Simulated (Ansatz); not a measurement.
Structures of equal composition on the (0001) surface of 4H silicon carbide (Si plane on top): (√3x√3)R30° Ga adatom at H3; (√3x√3)R30° Ga adatom at T4. The slabs share one bottom face, and each structure is named by its start. These are constructed structures in small cells; real faces may alloy, dewet or reconstruct in larger ones, and not all known structures of the face are among them. Slabs of about 10 Å with all that they carry, Fermi-Dirac smearing of 0.025 eV. Bottom of the slabs: H caps. Relaxed from the named starts with such symmetry as they have, on meshes of like density; energies extrapolated to zero smearing; no spin-orbit coupling, no U. Spin-polarised runs, if any, are marked in brackets, and their order is one that fits the cell; the others ran without spin. Where a second, spin-polarised start was run, the lower counts.

Host crystal: 4H silicon carbide, with a band gap (PBE, scalar-relativistic without spin-orbit coupling).

Method: r2SCAN, at the PBE geometry (plane waves to 500 eV, PAW; Ansatz, a quantum-chemistry and plane-wave program).

Order them by energy per 1x1 cell (lowest first) at the level r2SCAN, at the PBE geometry.

(√3x√3)R30° Ga adatom at T4 (0.000 eV, gap 1.89 eV on the mesh), (√3x√3)R30° Ga adatom at H3 (0.201 eV, gap 1.42 eV on the mesh)
